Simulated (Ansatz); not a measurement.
Defect migration in wurtzite ZnO: O vacancy, charge state +2. Method: PBE, PAW (plane waves to 420 eV; Ansatz, an electronic-structure program).

Settings: 72 host sites, the relaxed PBE lattice, one k-point at (0.125, 0.250, 0.250), smearing 0.01 eV, spin-restricted, no image-charge correction. Energies are static. The charge state is imposed; whether it is stable for some Fermi level was not computed. Forms of the defect that were not tried may lie lower.

Barriers: single points on a 2×2×2 k-point mesh shifted by half a step along c at the bands' geometries.

The step: a nearby O atom hops onto the vacant site. Atoms about the jump, Cartesian Å from the middle of the jump, before and after:

| atom | x0 | y0 | z0 | x1 | y1 | z1 |
|---|---|---|---|---|---|---|
| O1 | 0.81 | 1.42 | 0.00 | -0.81 | -1.42 | 0.00 |
| Zn2 | 1.18 | -0.28 | 0.81 | 0.83 | -0.88 | 0.81 |
| Zn3 | -0.81 | 2.39 | 0.68 | -1.15 | 2.56 | 0.81 |
| Zn4 | -2.79 | -0.28 | 0.82 | -2.46 | -0.50 | 0.67 |
| Zn5 | 0.83 | 1.42 | -2.02 | 0.83 | 1.41 | -2.48 |
| Zn6 | -0.81 | -1.43 | -2.48 | -0.82 | -1.43 | -2.02 |
| O7 | -2.43 | 1.41 | 0.00 | -2.44 | 1.39 | 0.00 |
| O8 | 0.85 | -0.48 | -2.64 | 0.83 | -0.50 | -2.64 |
| Zn9 | -2.44 | 1.42 | -2.02 | -2.46 | 1.40 | -2.02 |
| O10 | 0.83 | -0.48 | 2.69 | 0.83 | -0.48 | 2.69 |
| O11 | -0.81 | 2.36 | -2.63 | -0.82 | 2.36 | -2.64 |
| O12 | -2.46 | -0.48 | -2.64 | -2.45 | -0.48 | -2.63 |
| O13 | 2.46 | -1.44 | 0.00 | 2.48 | -1.42 | 0.00 |
| O14 | -0.81 | 2.36 | 2.66 | -0.81 | 2.36 | 2.69 |
| O15 | -2.45 | -0.48 | 2.69 | -2.45 | -0.48 | 2.66 |

Problem. Where do these atoms stand at the saddle point, and how high is it?

Solution. 
| atom | x | y | z |
|---|---|---|---|
| O1 | -0.38 | 0.23 | -0.21 |
| Zn2 | 1.03 | -0.59 | 0.75 |
| Zn3 | -0.94 | 2.22 | 0.60 |
| Zn4 | -2.39 | -0.28 | 0.60 |
| Zn5 | 0.71 | 1.31 | -2.14 |
| Zn6 | -0.78 | -1.27 | -2.14 |
| O7 | -2.67 | 1.56 | -0.06 |
| O8 | 0.93 | -0.54 | -2.71 |
| Zn9 | -2.54 | 1.47 | -2.05 |
| O10 | 0.91 | -0.52 | 2.68 |
| O11 | -0.85 | 2.35 | -2.65 |
| O12 | -2.45 | -0.43 | -2.65 |
| O13 | 2.57 | -1.48 | 0.02 |
| O14 | -0.79 | 2.31 | 2.58 |
| O15 | -2.39 | -0.46 | 2.58 |
It lies 1.33 eV above the start and 1.33 eV above the end. The saddle point's order was not checked, and it lies on a symmetry element of the cell, where a band can be held.
